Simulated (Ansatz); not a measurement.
## PtBi2 (P31m, No. 157, 9 atoms in the cell; start mp-1078313)

All values below come from LDA in Ansatz (PAW).

Run with plane-wave cutoff 520 eV, 12×12×10 k mesh (along the axes of the cell as run), Fermi–Dirac smearing 0.05 eV, scalar-relativistic PAW data made under PBE.

Cell (relaxed at this level):

```cif
data_Bi6Pt3
_chemical_formula_sum 'Bi6 Pt3'
_space_group_name_H-M_alt 'P31m'
_space_group_IT_number 157
_space_group_name_Hall 'P 3 -2'
_cell_length_a 6.53013
_cell_length_b 6.53013
_cell_length_c 6.07626
_cell_angle_alpha 90.000
_cell_angle_beta 90.000
_cell_angle_gamma 120.000
loop_
_atom_site_label
_atom_site_type_symbol
_atom_site_symmetry_multiplicity
_atom_site_Wyckoff_symbol
_atom_site_fract_x
_atom_site_fract_y
_atom_site_fract_z
_atom_site_occupancy
Bi1 Bi 1 a 0.00000 0.00000 0.35001 1
Bi2 Bi 2 b 0.33333 0.66667 0.21783 1
Bi3 Bi 3 c 0.39173 0.39173 0.72463 1
Pt1 Pt 3 c 0.74010 0.74010 0.99958 1
```

For PtBi2 (P31m, No. 157, 9 atoms in the cell; start mp-1078313), the band gap comes out as zero (no gap).

Note: the relaxation could not lower the start's symmetry, so the cell can be a saddle point above a distorted one.

Spin–orbit coupling is not included; it can shift volumes and moduli of such heavy elements.

It cost around 50 core-minutes (rough) of CPU time.

A start named mp-… is a Materials Project structure, which need not be a measured phase.

Ansatz is a first-principles code.
